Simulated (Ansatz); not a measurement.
## TaC, point defects

Start from a 16-atom supercell of TaC in the rock salt structure (space group Fm-3m, No. 225; a = 4.476 Å) at its relaxed geometry.

One neutral defect a cell, atoms relaxed at fixed cell.

All numbers come from PBE (Ansatz, an electronic-structure program; PAW; 420 eV plane waves; without spin-orbit coupling).

```tsv
change	largest displacement of a host atom from its site in the perfect cell	pressure
perfect supercell	–	0.0 GPa
Ta on a C site (antisite)	?	33.9 GPa
C vacancy	0.03 Å	-3.9 GPa
Ta interstitial (started 1.58 Å from the nearest host atom)	0.46 Å	54.6 GPa
Li interstitial (started 1.58 Å from the nearest host atom)	?	15.0 GPa
Be on a C site, symmetric start	0.04 Å	6.3 GPa
```

Task: Some entries are withheld; estimate them.

Result: 
- Ta on a C site (antisite), largest displacement of a host atom from its site in the perfect cell: 0.43 Å
- Li interstitial (started 1.58 Å from the nearest host atom), largest displacement of a host atom from its site in the perfect cell: 0.21 Å

The cell is small, so the values are those of an ordered compound at a high defect concentration; dilute-limit values will differ. Defects with a symmetric start kept the site's symmetry and may sit on a saddle; the others started slightly shaken. All final runs are without spin polarisation. An odd electron count without spin: Ta9C7, TaC, Ta9C8 and LiTa8C8.
